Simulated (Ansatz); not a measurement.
Input:

End structure of the (000-1) surface of wurtzite CdSe, Se-terminated, I on every top atom (bottom of the slab: 2 H on 4 bottom sites):

```yaml
crystal:
  lattice:
    - [8.76567, 0.00000, 0.00000]
    - [-4.38283, 7.59129, 0.00000]
    - [0.00000, 0.00000, 32.50000]
  atoms:
    - { symbol: Cd, position: [0.34519, 0.15481, 0.29549] }
    - { symbol: Cd, position: [0.82940, 0.17060, 0.33020] }
    - { symbol: Cd, position: [0.32940, 0.67060, 0.33020] }
    - { symbol: Cd, position: [0.84519, 0.65481, 0.29549] }
    - { symbol: Se, position: [0.17446, 0.32554, 0.33623] }
    - { symbol: Se, position: [0.65971, 0.34029, 0.33694] }
    - { symbol: Se, position: [0.15971, 0.84029, 0.33694] }
    - { symbol: Se, position: [0.67446, 0.82554, 0.33623] }
    - { symbol: Cd, position: [0.16667, 0.33333, 0.41929] }
    - { symbol: Cd, position: [0.66667, 0.33333, 0.41929] }
    - { symbol: Cd, position: [0.16667, 0.83333, 0.41929] }
    - { symbol: Cd, position: [0.66667, 0.83333, 0.41929] }
    - { symbol: Se, position: [0.33333, 0.16667, 0.44664] }
    - { symbol: Se, position: [0.83333, 0.16667, 0.44664] }
    - { symbol: Se, position: [0.33333, 0.66667, 0.44664] }
    - { symbol: Se, position: [0.83333, 0.66667, 0.44664] }
    - { symbol: Cd, position: [0.33346, 0.16654, 0.52875] }
    - { symbol: Cd, position: [0.83295, 0.16705, 0.52960] }
    - { symbol: Cd, position: [0.33295, 0.66705, 0.52960] }
    - { symbol: Cd, position: [0.83346, 0.66654, 0.52875] }
    - { symbol: Se, position: [0.16672, 0.33328, 0.55745] }
    - { symbol: Se, position: [0.66636, 0.33364, 0.55761] }
    - { symbol: Se, position: [0.16636, 0.83364, 0.55761] }
    - { symbol: Se, position: [0.66672, 0.83328, 0.55745] }
    - { symbol: Cd, position: [0.16671, 0.33329, 0.64021] }
    - { symbol: Cd, position: [0.66647, 0.33353, 0.64028] }
    - { symbol: Cd, position: [0.16647, 0.83353, 0.64028] }
    - { symbol: Cd, position: [0.66671, 0.83329, 0.64021] }
    - { symbol: Se, position: [0.33323, 0.16677, 0.66940] }
    - { symbol: Se, position: [0.83328, 0.16672, 0.66923] }
    - { symbol: Se, position: [0.33328, 0.66672, 0.66923] }
    - { symbol: Se, position: [0.83323, 0.66677, 0.66940] }
    - { symbol: H, position: [0.33279, 0.16721, 0.24328] }
    - { symbol: H, position: [0.83279, 0.66721, 0.24328] }
    - { symbol: I, position: [0.33325, 0.16675, 0.75159] }
    - { symbol: I, position: [0.83328, 0.16672, 0.75136] }
    - { symbol: I, position: [0.33328, 0.66672, 0.75136] }
    - { symbol: I, position: [0.83325, 0.66675, 0.75159] }
```

Slab: 38 atoms, 16.0 Å thick at the start with caps and adatoms; k 3x3x1, smearing 0.025 eV, dipole-corrected; 8 atoms held, the rest relaxed; symmetry of the start imposed; no spin (no spin-polarised run to compare, though such a face may carry moments), no spin-orbit, no U. The slab shows no gap over 0.04 eV on its mesh. It is one candidate, not shown to be the stable structure of the face.

Q: Give the work function of the top face at the level PBE run with Ansatz (an electronic-structure program).

A: 4.76 eV
